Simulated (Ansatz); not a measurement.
Take a 10-atom supercell of LiNbO$_{3}$ (space group R3c, No. 161; a = 5.137 Å, c = 13.885 Å (hexagonal axes)) at its relaxed geometry as the base.

Computed with Ansatz (an electronic-structure program), r2SCAN, PAW, cutoff 500 eV, no spin-orbit coupling.

Before the change:

The pressure comes out as 0.0 GPa.

Now apply this change: a neutral Nb on a Li site (antisite), atoms relaxed at fixed cell, starting from a slightly rattled geometry.

Tabulated Pauling electronegativity and covalent radius: Li 0.98, 1.28 Å; Nb 1.60, 1.64 Å.

Problem. What does the calculation give for the largest displacement of a host atom from its site in the perfect cell after the change?

Solution. The largest displacement of a host atom from its site in the perfect cell comes out as 0.17 Å.

Problem. What happens to the pressure?

Solution. The pressure goes from zero to 9.5 GPa.

Problem. What does the calculation give for the shift of the substituted atom off its lattice site after the change?

Solution. The shift of the substituted atom off its lattice site is 0.29 Å.

The magnetic state is the one reached from the starting moments; the real material's order can differ, and small cells can't hold many antiferromagnetic ones. In so small a cell the defect repeats every few ångströms: this is an ordered compound, not a dilute defect. No Hubbard U is applied, and correlation can decide whether such a compound is a metal. Gaps under 0.05 eV, about the width of the smearing, are given as zero. The defect cell is spin-polarised and ends with 2.0 μB.
